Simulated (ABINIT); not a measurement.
A working ABINIT input for Cs2YCuBr6 (Fm-3m, 10 atoms in the cell) (DFT, LDA (PW92), plane waves, PAW (JTH v2.0 LDA PAW)):

```
# Cs2YCuBr6, JTH v2.0 LDA PAW
pp_dirpath "./"
pseudos "Cs.LDA_PW-JTH.xml, Y.LDA_PW-JTH.xml, Cu.LDA_PW-JTH.xml, Br.LDA_PW-JTH.xml"
acell 14.8983926799 14.8983926799 14.8983926799
rprim
         0.0000000000    0.7071067812    0.7071067812
         0.7071067812    0.0000000000    0.7071067812
         0.7071067812    0.7071067812   -0.0000000000
natom 10
ntypat 4
znucl 55 39 29 35
typat 1 1 2 3 4 4 4 4 4 4
xred
         0.7500000000    0.7500000000    0.7500000000
         0.2500000000    0.2500000000    0.2500000000
         0.5000000000    0.5000000000    0.5000000000
         0.0000000000    0.0000000000    0.0000000000
         0.7538400000    0.2461600000    0.2461600000
         0.2461600000    0.7538400000    0.7538400000
         0.2461600000    0.7538400000    0.2461600000
         0.7538400000    0.2461600000    0.7538400000
         0.2461600000    0.2461600000    0.7538400000
         0.7538400000    0.7538400000    0.2461600000
ecut 816 eV
pawecutdg 1633 eV
pawxcdev 0
occopt 1
nband 47
kptopt 1
ngkpt 3 3 3
nshiftk 1
shiftk 0 0 0
nstep 80
toldfe 1.0e-09
diemac 12
prtwf 0
prtden 0
enunit 2
```

The run converged in 16 iterations: free energy E − TS -9820.33 eV; top of the valence band (on the code's own zero) 0.15 eV; gap on the k-point mesh 1.92 eV; pressure -3.66 GPa; largest force (vector length) 0.059 eV/Å. Each of these slips is then made, one at a time:

(1)
```diff
-ecut 816 eV
+ecut 30 eV
```

(2)
```diff
-pseudos "Cs.LDA_PW-JTH.xml, Y.LDA_PW-JTH.xml, Cu.LDA_PW-JTH.xml, Br.LDA_PW-JTH.xml"
+pseudos "Cs.LDA_PW-JTH.xml, Y.LDA_PW-JTH.xml, Cu.LDA_PW-JTH.xml, Br_pbe.LDA_PW-JTH.xml"
```

Predict the outcome of each change.


(1) An energy in the wrong unit. The run converged in 13 iterations without an error; against the sound input the free energy rises by 363 eV/atom, the pressure goes from -3.66 to -541.6 GPa, the largest force goes from 0.059 to 19.98 eV/Å and no clean gap remains on the mesh (levels overlap or are partly filled), against 1.92 eV before.

(2) A potential or basis that cannot be found. The program stopped before any SCF iteration.
```
Fortran open returned iostat: 2 while opening file: ./Br_pbe.LDA_PW-JTH.xml
Runtime error message: Cannot open file './Br_pbe.LDA_PW-JTH.xml': No such file or directory
```

The starting cell comes from a database of computed structures (which also holds hypothetical and non-ambient phases and stackings), without a prior relaxation at this level. Its lattice was rescaled by a random factor within 2.5 % of one. In the base run, with a pressure of about -4 GPa the cell is away from its equilibrium volume at this level.

Left out of this page: 3 runs of the series outside the window shown, repeating another row's setting, or not comparable.
